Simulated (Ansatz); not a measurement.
System: interstitial O in monoclinic ZrO2 with all lengths changed by -1 % (charge state -2). Level of theory: PBE, PAW (plane waves to 420 eV; Ansatz, a first-principles code).

96-site cell at the strained lattice (strain from the relaxed PBE one, atoms relaxed), the Γ point alone, smearing 0.01 eV, spin-restricted, no finite-size correction. No zero-point or tunnelling terms. The charge state is imposed; whether it is stable for some Fermi level was not computed. Sites that were not tried may lie lower.

Barriers: single points on a 2×2×2 k-point mesh shifted by half a step at the bands' geometries.

Relaxed starting cell (atoms counted from 1):

```
CELL_PARAMETERS angstrom
     10.27489     0.00000     0.00000
      0.00000    10.37871     0.00000
     -1.78901     0.00000    10.49876
ATOMIC_POSITIONS crystal
  Zr 0.14202 0.23394 0.35529
  Zr 0.13739 0.22887 0.85186
  Zr 0.13833 0.72710 0.35331
  Zr 0.13837 0.72790 0.84990
  Zr 0.63550 0.22967 0.35724
  Zr 0.63926 0.23056 0.85560
  Zr 0.62467 0.72116 0.35244
  Zr 0.63724 0.72367 0.86961
  Zr 0.35742 0.26860 0.14597
  Zr 0.36351 0.27528 0.63875
  Zr 0.36089 0.77759 0.13722
  Zr 0.37192 0.76194 0.64055
  Zr 0.86172 0.27195 0.14667
  Zr 0.86034 0.27184 0.64634
  Zr 0.85816 0.77081 0.14956
  Zr 0.86057 0.77228 0.64555
  Zr 0.39042 0.49449 0.38916
  Zr 0.36103 0.47760 0.89439
  Zr 0.36021 0.97857 0.39212
  Zr 0.36184 0.98018 0.88968
  Zr 0.85718 0.47857 0.39615
  Zr 0.86033 0.47906 0.90053
  Zr 0.86063 0.97829 0.39622
  Zr 0.85975 0.97744 0.89621
  Zr 0.13561 0.02191 0.10260
  Zr 0.14069 0.02039 0.60179
  Zr 0.13999 0.52336 0.10414
  Zr 0.13810 0.51917 0.60059
  Zr 0.63790 0.02310 0.10719
  Zr 0.63918 0.01920 0.60543
  Zr 0.62738 0.52253 0.12194
  Zr 0.63974 0.52965 0.61349
  O  0.03595 0.08550 0.42140
  O  0.03127 0.08448 0.92029
  O  0.02938 0.58483 0.42122
  O  0.03284 0.58596 0.92192
  O  0.53838 0.07607 0.42065
  O  0.53539 0.08494 0.91874
  O  0.50937 0.65218 0.48259
  O  0.53332 0.57844 0.93596
  O  0.45916 0.41304 0.07938
  O  0.47242 0.41845 0.57087
  O  0.45673 0.93380 0.07721
  O  0.46673 0.91496 0.57967
  O  0.96739 0.41623 0.07821
  O  0.96497 0.41378 0.57683
  O  0.96523 0.91473 0.07665
  O  0.96788 0.91531 0.57764
  O  0.45280 0.31321 0.33710
  O  0.46650 0.33597 0.82354
  O  0.46289 0.84028 0.31791
  O  0.46633 0.83278 0.83191
  O  0.96874 0.33583 0.32862
  O  0.96552 0.33480 0.82810
  O  0.96782 0.83614 0.32791
  O  0.96677 0.83634 0.82530
  O  0.03510 0.16775 0.17129
  O  0.03317 0.16464 0.67103
  O  0.03385 0.66585 0.17231
  O  0.03098 0.66409 0.67068
  O  0.53639 0.17212 0.17083
  O  0.53655 0.16901 0.66833
  O  0.54519 0.70131 0.14715
  O  0.52781 0.64413 0.70864
  O  0.22698 0.37292 0.48866
  O  0.22083 0.37304 0.98523
  O  0.22608 0.87120 0.48419
  O  0.22225 0.87297 0.98277
  O  0.72133 0.37015 0.49368
  O  0.72241 0.37100 0.99368
  O  0.72582 0.86854 0.49215
  O  0.72303 0.87356 0.99448
  O  0.27263 0.13076 0.00701
  O  0.27897 0.12899 0.50894
  O  0.27590 0.63017 0.00749
  O  0.26838 0.62713 0.50838
  O  0.77635 0.12847 0.01199
  O  0.77677 0.12795 0.51227
  O  0.77639 0.62693 0.01696
  O  0.77173 0.62390 0.51355
  O  0.27383 0.11945 0.25832
  O  0.27638 0.12179 0.75670
  O  0.27973 0.62767 0.25694
  O  0.27354 0.61829 0.75845
  O  0.77638 0.12215 0.26230
  O  0.77600 0.12138 0.76199
  O  0.78166 0.62511 0.26484
  O  0.77654 0.62515 0.76649
  O  0.22472 0.38262 0.23579
  O  0.22427 0.37642 0.73622
  O  0.22061 0.87962 0.23470
  O  0.22804 0.87465 0.73214
  O  0.72935 0.37367 0.24316
  O  0.72497 0.38094 0.74410
  O  0.72433 0.88261 0.24334
  O  0.72159 0.87696 0.74250
  O  0.55510 0.53171 0.30535
```
Cell charge -2.

End state 1 differs by these moves (Å; atoms that move under 0.08 Å are left out):

```json
[
 {"atom": "1", "element": "Zr", "Δx": "-0.06", "Δy": "-0.06", "Δz": "-0.03"},
 {"atom": "7", "element": "Zr", "Δx": "-0.01", "Δy": "0.07", "Δz": "0.20"},
 {"atom": "8", "element": "Zr", "Δx": "0.04", "Δy": "-0.03", "Δz": "-0.06"},
 {"atom": "9", "element": "Zr", "Δx": "0.06", "Δy": "0.01", "Δz": "-0.07"},
 {"atom": "11", "element": "Zr", "Δx": "-0.01", "Δy": "-0.05", "Δz": "0.07"},
 {"atom": "12", "element": "Zr", "Δx": "0.19", "Δy": "-0.06", "Δz": "-0.01"},
 {"atom": "17", "element": "Zr", "Δx": "-0.30", "Δy": "-0.23", "Δz": "-0.02"},
 {"atom": "18", "element": "Zr", "Δx": "0.12", "Δy": "0.11", "Δz": "-0.04"},
 {"atom": "31", "element": "Zr", "Δx": "0.11", "Δy": "0.04", "Δz": "-0.02"},
 {"atom": "32", "element": "Zr", "Δx": "-0.13", "Δy": "-0.01", "Δz": "-0.12"},
 {"atom": "39", "element": "O", "Δx": "0.34", "Δy": "0.69", "Δz": "0.76"},
 {"atom": "40", "element": "O", "Δx": "-0.10", "Δy": "0.29", "Δz": "0.24"},
 {"atom": "41", "element": "O", "Δx": "0.07", "Δy": "0.05", "Δz": "0.03"},
 {"atom": "42", "element": "O", "Δx": "-0.09", "Δy": "-0.09", "Δz": "-0.03"},
 {"atom": "43", "element": "O", "Δx": "0.11", "Δy": "-0.20", "Δz": "-0.04"},
 {"atom": "44", "element": "O", "Δx": "-0.16", "Δy": "0.23", "Δz": "0.08"},
 {"atom": "49", "element": "O", "Δx": "0.06", "Δy": "0.03", "Δz": "-0.10"},
 {"atom": "51", "element": "O", "Δx": "-0.06", "Δy": "-0.03", "Δz": "0.12"},
 {"atom": "52", "element": "O", "Δx": "0.08", "Δy": "-0.01", "Δz": "-0.12"},
 {"atom": "63", "element": "O", "Δx": "-0.19", "Δy": "-0.31", "Δz": "0.41"},
 {"atom": "64", "element": "O", "Δx": "-0.23", "Δy": "-0.48", "Δz": "0.25"},
 {"atom": "66", "element": "O", "Δx": "0.08", "Δy": "0.03", "Δz": "-0.03"},
 {"atom": "71", "element": "O", "Δx": "0.04", "Δy": "0.08", "Δz": "0.01"},
 {"atom": "76", "element": "O", "Δx": "0.12", "Δy": "-0.05", "Δz": "-0.02"},
 {"atom": "80", "element": "O", "Δx": "0.10", "Δy": "0.01", "Δz": "0.01"},
 {"atom": "83", "element": "O", "Δx": "-0.04", "Δy": "-0.08", "Δz": "0.01"},
 {"atom": "97", "element": "O", "Δx": "-0.27", "Δy": "0.18", "Δz": "0.96"}
]
```

**Question.** Estimate the forward and backward barriers to end state 1 that PBE, PAW returns for this input.

**Answer.** forward 0.18 eV, backward 0.18 eV; at the saddle point atom 39 has neighbours O at 2.35, O at 2.45, O at 2.62, 2 O at 2.67, O at 2.68; Zr at 2.11, Zr at 2.13, Zr at 2.17 Å. The saddle point's order was not checked.

End state 2 differs by these moves (Å; atoms that move under 0.08 Å are left out):

```tsv
atom	element	Δx	Δy	Δz
5	Zr	-0.28	0.15	0.03
7	Zr	0.13	0.08	0.05
8	Zr	0.02	0.07	-0.10
9	Zr	0.04	0.12	-0.10
10	Zr	0.10	-0.03	-0.12
11	Zr	-0.02	-0.09	0.07
12	Zr	-0.12	0.12	0.02
17	Zr	-0.18	-0.24	0.08
18	Zr	0.03	-0.04	-0.15
31	Zr	0.02	-0.11	-0.14
37	O	0.09	-0.13	-0.09
38	O	-0.04	0.01	0.08
39	O	0.36	-0.64	-0.54
40	O	0.02	0.05	-0.19
41	O	0.19	-0.20	-0.40
42	O	-0.25	0.34	0.33
43	O	0.05	-0.15	0.04
44	O	-0.04	0.08	-0.01
49	O	-0.28	-0.33	1.12
50	O	0.01	-0.08	-0.10
51	O	-0.04	-0.15	0.11
61	O	-0.12	-0.04	0.08
63	O	-0.17	-0.38	0.24
64	O	0.21	0.41	-0.38
65	O	-0.09	0.02	-0.04
69	O	-0.02	0.08	-0.01
74	O	-0.09	-0.05	-0.03
76	O	0.07	0.06	-0.02
80	O	0.06	0.06	0.01
83	O	-0.07	-0.09	0.00
87	O	-0.09	-0.04	0.01
89	O	0.02	-0.09	0.00
92	O	-0.07	0.04	0.06
97	O	-0.61	-1.34	-0.40
```

**Question.** Give the forward and backward barriers to end state 2 at the level PBE, PAW.

**Answer.** forward 0.57 eV, backward 0.57 eV; at the saddle point atom 97 has neighbours O at 2.42, O at 2.43, O at 2.50, O at 2.53, O at 2.60; Zr at 2.06, Zr at 2.11, Zr at 2.58 Å. The saddle point's order was not checked.
